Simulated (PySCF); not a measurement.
PySCF 2.14.0, BP86/def2-svp, df: Se(Cl)3 (Cl[Se+](Cl)Cl), charge +1, multiplicity 1, 4 atoms. The geometry is a generated start, not checked to be a minimum at this level.

| Quantity | Result |
|---|---|
| task | energy |
| method | bp86 |
| basis | def2-svp |
| two-electron scheme | density fitting |
| mol.max_memory | 3000 MB |
| mf.max_cycle | 100 |
| mf.init_guess | minao (default) |
| mf.DIIS | CDIIS (default) |
| mf.diis_space | 8 (default) |
| mf.conv_tol | 1e-09 (default) |
| mf.grids.level | 3 (default) |
| basis functions | 86 |
| grid points | 77064 |

```xyz
4

Se    -0.2318     0.2427     0.6098
Cl    -1.5189    -1.1060    -0.3985
Cl     0.1574     1.6975    -0.8814
Cl     1.5933    -0.8342     0.6701
```

Charge 1 and multiplicity 1 are set for this test and not shown to be the ground state.

One run each on 2 threads, 1 BLAS thread. Values of level_shift (Hartree) tried: 0 (default), 0.1, 0.3, 1.

Which value of level_shift (Hartree) needs the fewest Fock builds, and what happens away from it?

Fewest Fock builds, within one of each other: 0 (default) with 13, 0.1 with 13. The count rises to 46 at 1. All converge to one solution.

```csv
level_shift (Hartree),Fock builds,end
0 (default),13,same solution
0.1,13,same solution
0.3,20,same solution
1,46,same solution
```
